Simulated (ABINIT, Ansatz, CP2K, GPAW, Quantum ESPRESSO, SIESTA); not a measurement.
**Nb (Im-3m, 1 atom in the cell) computed with different codes at matched settings**

Self-consistent single point.

```
Nb
1.0
   -1.63400     1.63400     1.63400
    1.63400    -1.63400     1.63400
    1.63400     1.63400    -1.63400
Nb
1
Direct
  0.00000   0.00000   0.00000
```

All programs got the same cell, k-point mesh and kind of occupations (in Ansatz's words: kpoints.mp_grid.grid = 11 11 11; scf.occupations.method = gaussian; scf.occupations.width = 0.0037 Ry); potentials, basis and cutoffs are each program's usual ones.

```tsv
code	model	pressure (GPa)	k-points	cutoff
SIESTA	GGA PBE, numerical atomic orbitals DZP, PseudoDojo PBE standard norm-conserving potentials (rewritten from UPF to PSML)	6.06	666	grid 400 Ry
Quantum ESPRESSO	PBE, PSlibrary ultrasoft (PBE) pseudopotentials	6.85	56	55 Ry
ABINIT	PBE, norm-conserving pseudopotentials (PseudoDojo nc-sr-05 PBE standard)	7.89	56	1116 eV
GPAW	PBE, GPAW PAW datasets PBE (gpaw-data 1.0.1)	6.95	56	600 eV
CP2K	PBE, GPW, DZVP-MOLOPT-SR-GTH basis, GTH-PBE potentials (GTH_POTENTIALS)	7.28	666	grid 500 Ry
Ansatz	PBE, default PAW files	7.72	56	default
```

The spread over the programs that give each value: pressure within 1.83 GPa.

The starting cell has typed, rounded lattice constants, without a prior relaxation at this level. Its lattice was rescaled by a random factor within 2.5 % of one. On Ansatz's run: Spin polarisation is off. In the base run, with a pressure of about 8 GPa the cell is away from its equilibrium volume at this level.

Problem. Why do the programs differ, and what cannot be compared?

Solution. Differences of this kind can come from the potentials, where these differ, and from what each basis and cutoff leave unconverged. The zero of total energies and Fermi levels follows the potentials and each program's conventions, so they are not compared here. SIESTA and CP2K use small atom-centred bases, whose incompleteness enters pressures, forces and empty levels differently from a plane-wave cutoff. Ansatz's pressure is given at a fixed set of plane waves, as the other plane-wave codes print theirs; with its correction for the finite basis it is 7.75 GPa. Ansatz's smearing width was typed in Ry to four decimals, so it matches the others to a few per cent. The programs reduce the same mesh by symmetry to different extents, which changes the work and not the result. In the pressure, SIESTA (by 1.27) lies more than 1 GPa from the median of the plane-wave programs.

Left out of this page: Elk and FLEUR (not drawn, or without a comparable value).

Ansatz is a quantum-chemistry and plane-wave program.

Keys are those of Ansatz 0.2.
